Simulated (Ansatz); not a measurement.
Levels about the gap of amorphous Ti20O41Zn (62 atoms in a cell of 807 Å³, 3.45 g/cm³; zone centre alone, so wide bands show as single levels with stretches between that a denser mesh fills), at the geometry that PBE relaxed, where it gives 0.0 GPa on a denser mesh. The participation number counts the atoms over which a state spreads; weights are charges in smoothed Voronoi cells. The levels come from a single point, so bond lengths are those of that geometry. Method of the levels: PBE, scalar-relativistic without spin-orbit coupling (Ansatz, a program for electronic structure). Sampling: the zone centre alone; Fermi-Dirac width 0.02 eV; no spin polarisation. At PBE the levels at the filled edge of the gap are localised (band-tail or defect states).

Preparation: random packing, a CHGNet melt and quench, and a DFT relaxation. O atoms were pushed apart under 1.9 Å during the dynamics, to hinder bonds among them. The hot cell started wider than the set density and was brought back towards it in steps. It is the lowest in DFT energy of 2 quenches. It is a model cell: composition and starting density were chosen by hand, and all elements were melted together. No dispersion term was used. Its density started from a set value of 3.66 and ended at 3.45 g/cm³. Cooling (nominally 240 K/ps over its main leg) ran many orders faster than in experiment, which tends to leave more defects and strain. A cell of this size samples the disorder only roughly. Volume and shape were free in the relaxation.

| E - E(highest filled), eV | filling | participation number | largest on | weight O | weight Ti | weight Zn |
|---|---|---|---|---|---|---|
| -0.35 | filled | 26.3 | O, 2 neighbours | 0.92 | 0.07 | 0.01 |
| -0.25 | filled | 17.3 | O, 2 neighbours | 0.92 | 0.07 | 0.01 |
| -0.25 | filled | 17.2 | O, 2 neighbours | 0.93 | 0.06 | 0.01 |
| -0.21 | filled | 15.0 | O, 2 neighbours | 0.92 | 0.08 | 0.00 |
| -0.16 | filled | 15.7 | O, 3 neighbours | 0.93 | 0.06 | 0.01 |
| -0.10 | filled | 7.8 | O, 2 neighbours | 0.92 | 0.07 | 0.00 |
| 0.00 | filled | 10.6 | O, 3 neighbours | 0.93 | 0.07 | 0.00 |
| 2.61 | empty | 11.9 | Ti, 5 neighbours | 0.20 | 0.80 | 0.00 |
| 2.76 | empty | 8.4 | Ti, 5 neighbours | 0.18 | 0.82 | 0.00 |
| 2.83 | empty | 15.8 | Ti, 6 neighbours | 0.20 | 0.79 | 0.01 |
| 2.86 | empty | 17.6 | Ti, 5 neighbours | 0.20 | 0.80 | 0.00 |
| 2.90 | empty | 18.3 | Ti, 5 neighbours | 0.18 | 0.82 | 0.00 |
| 2.96 | empty | 18.6 | Ti, 5 neighbours | 0.18 | 0.82 | 0.00 |
| 3.03 | empty | 20.3 | Ti, 5 neighbours | 0.18 | 0.82 | 0.00 |

Most localised among these is the filled level at -0.10 eV, on a O atom, which has 2 neighbours (Ti 1.82 Å, Ti 1.86 Å).
